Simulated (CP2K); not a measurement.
CP2K run on TiPd (P1, 2 atoms in the cell): self-consistent single point.

Method: CP2K with AM05, GPW, DZVP-MOLOPT-SR-GTH basis, GTH-PBE potentials (GTH_POTENTIALS).

```xyz
2
Lattice="2.8147 0.0000 0.0000 0.0000 2.8147 0.0000 0.0000 0.0000 3.8658" Properties=species:S:1:pos:R:3 pbc="T T T"
Ti     0.0151    -0.0094    -0.0291
Pd     1.3923     1.4167     1.9620
```

Reference input (self-consistent single point, DFT LDA (Pade form), GPW, DZVP-MOLOPT-SR-GTH basis, GTH-PADE potentials (GTH_POTENTIALS)): CUTOFF = 600 Ry; REL_CUTOFF = 50 Ry; SMEAR/METHOD = FERMI_DIRAC; ELECTRONIC_TEMPERATURE = 1160.45 K; KPOINTS/SCHEME = MONKHORST-PACK 8 8 6; XC_FUNCTIONAL = PADE; Ti/BASIS_SET = DZVP-MOLOPT-SR-GTH; Ti/POTENTIAL = GTH-PADE-q12; Pd/BASIS_SET = DZVP-MOLOPT-SR-GTH; Pd/POTENTIAL = GTH-PADE-q18; METHOD = GPW; EPS_DEFAULT = 1e-11. This run's input differs from it in these lines:

```diff
@@ -42,3 +42,7 @@
     &XC
-      &XC_FUNCTIONAL PADE
+      &XC_FUNCTIONAL
+        &GGA_X_AM05
+        &END GGA_X_AM05
+        &GGA_C_AM05
+        &END GGA_C_AM05
       &END XC_FUNCTIONAL
@@ -73,3 +77,3 @@
       BASIS_SET DZVP-MOLOPT-SR-GTH
-      POTENTIAL GTH-PADE-q12
+      POTENTIAL GTH-PBE-q12
     &END KIND
@@ -77,3 +81,3 @@
       BASIS_SET DZVP-MOLOPT-SR-GTH
-      POTENTIAL GTH-PADE-q18
+      POTENTIAL GTH-PBE-q18
     &END KIND
```

The program printed (abridged):

```
 SCF WAVEFUNCTION OPTIMIZATION

  Step     Update method      Time    Convergence         Total energy    Change
     1 NoMix/Diag. 0.20E+00      -     1.67697830      -185.7806714669 -1.86E+02
     2 Broy./Diag. 0.20E+00      -     0.93570243      -190.1264360400 -4.35E+00
     3 Broy./Diag. 0.20E+00      -     0.29611706      -185.5701759127  4.56E+00
     4 Broy./Diag. 0.20E+00      -     0.27384472      -185.7071909557 -1.37E-01
     5 Broy./Diag. 0.20E+00      -     0.18315351      -185.6378906750  6.93E-02
     6 Broy./Diag. 0.20E+00      -     0.00603519      -184.9929934708  6.45E-01
   [... 7 lines left out ...]
    14 Broy./Diag. 0.20E+00      -     0.00001112      -185.1537751148 -1.31E-04
    15 Broy./Diag. 0.20E+00      -     0.00000213      -185.1538086059 -3.35E-05
    16 Broy./Diag. 0.20E+00      -     0.00000158      -185.1538004426  8.16E-06
    17 Broy./Diag. 0.20E+00      -     0.00000006      -185.1537957179  4.72E-06
  *** SCF run converged in    17 steps ***

  Overlap energy of the core charge distribution:               0.00000000000000
  Self energy of the core charge distribution:               -329.82276809710942
  Core Hamiltonian energy:                                     79.58574792796209
  Hartree energy:                                              84.66843256843246
  Exchange-correlation energy:                                -19.58282942917624
  Electronic entropic energy:                                  -0.00237868779712
  Fermi energy:                                                 0.50828032362178

  Total energy:                                              -185.15379571791919
  Total energy (extrapolated to T->0):                       -185.15260637402062

                     Mulliken Population Analysis

   [... lines left out ...]

 STRESS| Analytical stress tensor [bar]
 STRESS|                        x                   y                   z
 STRESS|      x       -2.70239988756E+04   1.76598172303E+00  -1.40384029703E+03
 STRESS|      y        1.76598172303E+00  -2.68973118280E+04   8.72231422530E+02
 STRESS|      z       -1.40384029703E+03   8.72231422530E+02  -3.51123886000E+04
 STRESS| 1/3 Trace                                            -2.96778997679E+04
```

The run converged in 17 iterations. Against the reference run the pressure goes from -11.59 to -2.97 GPa and the largest force goes from 0.283 to 0.366 eV/Å.

The starting cell comes from a database of computed structures (which also holds hypothetical and non-ambient phases and stackings), without a prior relaxation at this level. Its atoms were displaced at random from the sites of space group no. 123. Spin polarisation is off. Values carry the incompleteness of an atom-centred basis. The potentials were made for another functional than the one used.

Cost on one core of a shared machine: roughly 70 s.
